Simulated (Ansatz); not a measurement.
**What H interstitial (started 2.47 Å from the nearest host atom), symmetric start does to Pb**

The reference is a 12-atom supercell of Pb in the fcc (Cu type) structure (space group Fm-3m, No. 225; a = 4.931 Å) at its relaxed geometry.

It is then changed as follows: a neutral H interstitial (started 2.47 Å from the nearest host atom), symmetric start, atoms relaxed at fixed cell.

Level of theory: DFT with PBEsol, PAW potentials and a 420 eV plane-wave cutoff in Ansatz (a program for electronic structure), spin-orbit coupling left out. Settings: 6×4×6 k-points, 0.05 eV Fermi–Dirac smearing.

| quantity | base | changed | shift |
|---|---|---|---|
| pressure | 0.1 GPa | 0.5 GPa | +0.4 GPa |
| largest displacement of a host atom from its site in the perfect cell | – | 0.03 Å | – |

The cell is small, so the values are those of an ordered compound at a high defect concentration; dilute-limit values will differ. The defect started on the symmetric site and kept its symmetry, so it may sit on a saddle. All final runs are without spin polarisation. The defect cell is not spin-polarised.
